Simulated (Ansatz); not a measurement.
Take MoS$_{2}$ in the 2H-MoS2 type structure (space group P6_3/mmc, No. 194; layered, stacked along the Cartesian z axis) as the base.

Space group P6₃/mmc (No. 194); a = b = 3.1730 Å, c = 12.4366 Å, α = β = 90.00°, γ = 120.00°

| atom | site | symmetry | x | y | z |
|---|---|---|---|---|---|
| Mo | 2c | -6m2 | 0.3333 | 0.6667 | 0.2500 |
| S | 4f | 3m. | 0.6667 | 0.3333 | 0.1249 |

Calculations: Ansatz (a quantum-chemistry and plane-wave program) r2SCAN+rVV10, spin-orbit coupling left out.

One change was made to it. Results:

The band gap becomes zero (base: 1.01 eV); the lattice parameter a drops by 0.177 Å to 2.996 Å.

Task: Name the change that was made.
A. pressure 4.5 GPa
B. pressure 15 GPa
C. pressure 0.9 GPa
D. pressure 9 GPa
E. pressure 30 GPa

Result: E, pressure 30 GPa. For comparison, the band gap in the other runs: pressure 4.5 GPa gives 0.72 eV; pressure 9 GPa gives 0.54 eV; pressure 0.9 GPa gives 0.93 eV; pressure 15 GPa gives 0.35 eV.

A case with no gap was solved on a k-mesh chosen for an insulator, which is coarse for it. Load acts through the strain it causes; cell and atoms are relaxed under it. Whether these cells are dynamically stable was not tested. No other phases were tried under pressure. The final runs are not spin-polarised. The zero or small gap of MoS2 under pressure 30 GPa can change with the level of theory.
